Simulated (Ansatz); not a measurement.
# P (space group I4_132, No. 214; a hypothetical phase, not in the database extracts checked)

P is modelled in the cubic space group I4₁32 (No. 214), Pearson symbol cI8. Conventional cell: a = b = c = 6.029 Å, α = β = γ = 90.00°. P on 8a is surrounded by 3 P at 2.132 Å (trigonal planar). (Neighbours: up to the widest gap in distance over summed covalent radii, below 1.35, at either atom.)
(The calculation used a cell of 4 atoms; values per cell refer to that cell.)

All numbers come from DFT with PBEsol, PAW potentials and a 420 eV plane-wave cutoff in Ansatz (a program for electronic structure), no spin-orbit coupling. Γ-centred 11×11×11 mesh, Fermi–Dirac width 0.05 eV.

Volume per atom: 27.40 Å³
Density: 1.88 g/cm³
Band gap: zero
Total energy: -739.391 eV/atom (σ→0; compares only within this code and set-up)

Stability against distortions was not tested.
